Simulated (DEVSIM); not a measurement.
System: abrupt Si p-n junction, at 300 K.

```csv
layer (left to right),material,thickness (μm),Nd (cm⁻³),Na (cm⁻³),τn (s),τp (s)
1,Si,73.0,-,6.8e16,3.3e-7,1.1e-7
2,Si,4.40,8.4e15,-,1.1e-7,1.1e-7
```

Left contact: ohmic. Right contact: ohmic. Voltage is applied to the left contact. Recombination: SRH at mid-gap, Auger. Mobility is μmin + (μ − μmin)/(1 + (N/Nref)^α).

Constants are typed, rounded textbook-type inputs, not results; the design itself was drawn at random and stands for no fabricated device. Values at 300 K.

```csv
parameter,Si
gap (eV),1.124
affinity (eV),4.05
permittivity,11.7
Nc (cm⁻³),2.86e19
Nv (cm⁻³),3.1e19
μn (cm²/Vs),1417
μp (cm²/Vs),470
"μn,min",52
"μp,min",45
"Nref,n",9.7e16
"Nref,p",2.2e17
αn,0.68
αp,0.72
Cn (cm⁶/s),2.8e-31
Cp (cm⁶/s),9.9e-32
```

Model (solved in DEVSIM): 1D drift-diffusion, Boltzmann statistics, complete ionisation; no tunnelling, impact ionisation, image-force lowering or self-heating.

### Question
Tabulate band edges, carrier densities and field at zero bias.

### Answer
Energies count from the Fermi level of the right contact; mesh points crowd at the junctions.

```tsv
x (μm)	Ec (eV)	Ev (eV)	n (cm⁻³)	p (cm⁻³)	field (V/cm)
0.000	0.966	-0.158	1700	6.8e16	≈ 0
0.04258	0.966	-0.158	1700	6.8e16	≈ 0
0.1683	0.966	-0.158	1700	6.8e16	≈ 0
0.5093	0.966	-0.158	1700	6.8e16	≈ 0
2.111	0.966	-0.158	1700	6.8e16	≈ 0
5.896	0.966	-0.158	1700	6.8e16	≈ 0
17.07	0.966	-0.158	1700	6.8e16	≈ 0
53.22	0.966	-0.158	1700	6.8e16	≈ 0
65.88	0.966	-0.158	1700	6.8e16	≈ 0
70.45	0.966	-0.158	1700	6.8e16	≈ 0
72.13	0.966	-0.158	1700	6.8e16	≈ 0
72.80	0.966	-0.158	1700	6.8e16	≈ 0
72.94	0.960	-0.164	2100	5.5e16	-3300
73.00	0.880	-0.244	47000	2.5e15	-36000
73.05	0.663	-0.461	2.1e8	5.5e11	-33000
73.20	0.316	-0.808	1.4e14	820000	-14000
73.59	0.210	-0.914	8.4e15	14000	≈ 0
74.73	0.210	-0.914	8.4e15	14000	≈ 0
76.68	0.210	-0.914	8.4e15	14000	≈ 0
77.16	0.210	-0.914	8.4e15	14000	≈ 0
77.33	0.210	-0.914	8.4e15	14000	≈ 0
77.40	0.210	-0.914	8.4e15	14000	≈ 0
```
